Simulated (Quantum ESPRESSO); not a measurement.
# Pressure against volume in fluorite-structure PtAl2 (space group 225) (Quantum ESPRESSO, PBEsol)

```yaml
crystal:
  lattice:
    - [0.00000, 2.86920, 2.86920]
    - [2.86920, 0.00000, 2.86920]
    - [2.86920, 2.86920, 0.00000]
  atoms:
    - { symbol: Al, position: [0.25000, 0.25000, 0.25000] }
    - { symbol: Al, position: [0.75000, 0.75000, 0.75000] }
    - { symbol: Pt, position: [0.00000, 0.00000, 0.00000] }
```

Method of the run: PBEsol, GBRV 1.5 ultrasoft (PBESOL) pseudopotentials (plane waves; Quantum ESPRESSO). Settings: ecutwfc = 52 Ry; ecutrho = 416 Ry; occupations = smearing; smearing = fermi-dirac; degauss = 0.0036749 Ry; potentials = {Al: al_pbesol_v1.uspp.F.UPF, Pt: pt_pbesol_v1.4.uspp.F.UPF}; K_POINTS = automatic 17 17 17 0 0 0; conv_thr = 1e-10 Ry; mixing_beta = 0.7. The cell above is the first row's. The rows scale it uniformly. In all rows fractional positions and the k mesh are held.

```csv
V (Å^3/atom),P (GPa)
15.747,13.31
16.089,9.29
16.431,5.69
16.774,2.45
17.116,-0.44
17.458,-3.04
17.801,-5.37
18.143,-7.47
18.485,?
```

Fit P of the 8 rows that show it with a cubic. With u = V - 16.9, the rows have u = -1.1530, -0.8110, -0.4690, -0.1260, 0.2160, 0.5580, 0.9010, 1.2430. Least squares gives P = 1.346 - 8.5775·u + 1.3834·u² - 0.1521·u³. Residuals (row less fit): 0.002, -0.003, 0.001, 0.001, 0.004, -0.004, 0.001, 0.001; standard error 0.003 (degrees of freedom: 4). The fitted pressure is zero at V0 = 17.06, where dP/dV = -8.144, so B0 = -V0·dP/dV = 139 GPa.

**Question.** What does the fit predict for P at V = 18.485, and how far is the calculated value from it?

**Answer.** u = 1.5850, so P = 1.346 - 8.5775 × 1.5850 + 1.3834 × 1.5850² - 0.1521 × 1.5850³ = -9.380 GPa. The calculation gives -9.33 GPa, 0.050 GPa above the prediction (0.2 % of the range of P in the table). The row lies outside the fitted rows, so this is an extrapolation. From the scatter of the fitted rows alone, a prediction at this place has a standard error of 0.009 GPa, so the miss is 5.4 times that.

Carrying the step between the two nearest rows on in a straight line would have given -9.57, off by 0.24; series whose last step already gives the withheld value aren't shown. The scan was laid around a cell of about the measured size, scaled by a guess for this functional. The runs keep the symmetry of the cell, so they don't test it for distortions. Spin polarisation is off. Spin-orbit coupling is off. Cutoffs and mesh are single choices, not tested for convergence of this quantity. Series with a scatter that would blur these digits, or in which a gap closes, are not shown.

Terms beyond the fitted order, or numerical noise in single rows, can give a miss of this size; the table doesn't tell which.
